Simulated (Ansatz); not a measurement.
The parent structure is InAs in the zinc blende structure (space group F-43m, No. 216; a = 6.0873 Å). Axes: x, y, z lie along the cube axes.

Calculations: plane-wave PAW DFT at the PBEsol level (Ansatz, a program for electronic structure, 420 eV), without spin-orbit coupling.

For the base:

Pressure: 0.0 GPa

Perturbation: compressive biaxial strain of 2.50 % in the plane normal to [001], as in epitaxy on a mismatched substrate; the out-of-plane cell vector and the atoms relax.

Problem. What happens to the energy relative to the base?

Solution. The energy rises by 8.5 meV/atom.

Problem. Predict the new pressure.

Solution. The pressure (mean of the normal stresses, compression positive) goes from zero to 1.3 GPa.

The mesh was chosen for an insulator and is coarse for the gapless case. Whether these cells are dynamically stable was not tested. All final runs are without spin polarisation.
